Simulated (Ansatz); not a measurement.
Defect: interstitial H in rutile TiO2, charge state +1. Computed with PBE, PAW (plane waves to 420 eV; Ansatz, an electronic-structure program).

Cell of 72 host sites held at the relaxed PBE lattice; one k-point at (0.250, 0.250, 0.250); Fermi-Dirac width 0.01 eV, spin-restricted; finite-size errors left in. Static, classical nuclei. The charge state is imposed; whether it is stable for some Fermi level was not computed. Sites that were not tried may lie lower.

Barriers: single points on a 2×2×2 k-point mesh shifted by half a step at the bands' geometries.

Relaxed starting cell (atoms counted from 1):

```
CELL_PARAMETERS angstrom
      9.28699     0.00000     0.00000
      0.00000     9.28699     0.00000
      0.00000     0.00000     8.89145
ATOMIC_POSITIONS crystal
  Ti 0.00500 0.99290 0.00567
  Ti 0.98903 0.99986 0.33747
  Ti 0.99774 0.00848 0.67307
  Ti 0.00376 0.48602 0.99233
  Ti 0.01124 0.48925 0.33990
  Ti 0.99042 0.50374 0.66629
  Ti 0.49398 0.00351 0.99633
  Ti 0.50319 0.00821 0.33594
  Ti 0.49537 0.98341 0.66602
  Ti 0.50332 0.48789 0.00113
  Ti 0.49101 0.49362 0.33867
  Ti 0.50105 0.51579 0.66897
  Ti 0.24458 0.23992 0.16339
  Ti 0.25360 0.24395 0.49861
  Ti 0.25830 0.25279 0.82716
  Ti 0.26604 0.74867 0.17004
  Ti 0.23806 0.75591 0.49910
  Ti 0.24274 0.74138 0.83807
  Ti 0.75516 0.25152 0.17127
  Ti 0.74382 0.25627 0.50740
  Ti 0.74334 0.24288 0.83549
  Ti 0.72496 0.75097 0.16551
  Ti 0.75410 0.74932 0.49735
  Ti 0.75713 0.75581 0.83530
  O  0.15155 0.15024 0.00113
  O  0.15163 0.15189 0.33361
  O  0.15272 0.15243 0.66694
  O  0.15419 0.65048 0.00072
  O  0.15481 0.65040 0.33347
  O  0.15045 0.65333 0.66714
  O  0.65174 0.15328 0.00051
  O  0.65250 0.15369 0.33339
  O  0.65312 0.15447 0.66677
  O  0.65223 0.65144 0.99985
  O  0.65259 0.65202 0.33401
  O  0.65242 0.65386 0.66642
  O  0.09572 0.40196 0.16656
  O  0.09762 0.40271 0.50255
  O  0.09731 0.40214 0.83207
  O  0.09049 0.89558 0.16690
  O  0.09543 0.90227 0.49944
  O  0.09530 0.90235 0.83327
  O  0.59666 0.40107 0.16688
  O  0.59705 0.40247 0.49934
  O  0.59681 0.40268 0.83333
  O  0.59341 0.90467 0.16706
  O  0.59624 0.90332 0.49910
  O  0.59566 0.90289 0.83430
  O  0.40138 0.09885 0.16701
  O  0.40256 0.09803 0.50042
  O  0.40227 0.09798 0.83294
  O  0.40434 0.59811 0.16685
  O  0.40278 0.59716 0.50002
  O  0.40165 0.59805 0.83354
  O  0.90215 0.09901 0.16685
  O  0.90182 0.09949 0.50038
  O  0.90139 0.09977 0.83288
  O  0.91376 0.61811 0.16657
  O  0.90354 0.59848 0.49919
  O  0.90324 0.59802 0.83467
  O  0.34606 0.34681 0.00029
  O  0.34568 0.34740 0.33417
  O  0.34653 0.34655 0.66643
  O  0.34637 0.84927 0.99997
  O  0.34613 0.84953 0.33430
  O  0.34707 0.84703 0.66598
  O  0.84764 0.35111 0.00244
  O  0.84839 0.35206 0.33126
  O  0.84626 0.35036 0.66674
  O  0.84297 0.84994 0.00005
  O  0.84313 0.85037 0.33448
  O  0.84650 0.84856 0.66688
  H  0.98046 0.70077 0.16483
```
Cell charge +1.

End state 1 differs by these moves (Å; atoms that move under 0.08 Å are left out):

```tsv
atom	element	Δx	Δy	Δz
1	Ti	-0.17	0.17	-0.10
2	Ti	0.05	0.14	0.04
3	Ti	0.10	-0.11	-0.05
4	Ti	0.05	0.14	0.04
5	Ti	-0.17	0.17	-0.10
6	Ti	0.10	-0.11	-0.05
7	Ti	0.12	0.03	-0.01
8	Ti	-0.07	0.04	-0.03
10	Ti	-0.07	0.04	-0.03
11	Ti	0.12	0.03	-0.01
13	Ti	-0.01	0.09	-0.01
14	Ti	0.01	0.13	0.00
15	Ti	-0.03	-0.08	0.00
17	Ti	0.03	-0.10	0.00
18	Ti	0.01	0.09	-0.01
19	Ti	-0.01	0.09	-0.01
20	Ti	-0.03	-0.08	0.00
21	Ti	0.01	0.13	0.00
23	Ti	0.01	0.09	-0.01
24	Ti	0.03	-0.10	0.00
40	O	-0.05	-0.12	0.00
58	O	-0.05	-0.12	0.00
73	H	0.35	0.92	0.04
```

Q: What is the computed forward and backward barriers to end state 1 (PBE, PAW)?

A: forward 0.44 eV, backward 0.44 eV; at the saddle point atom 73 has neighbours 2 O at 1.26 Å. The saddle point's order was not checked, and it lies on a symmetry element of the cell, where a band can be held.
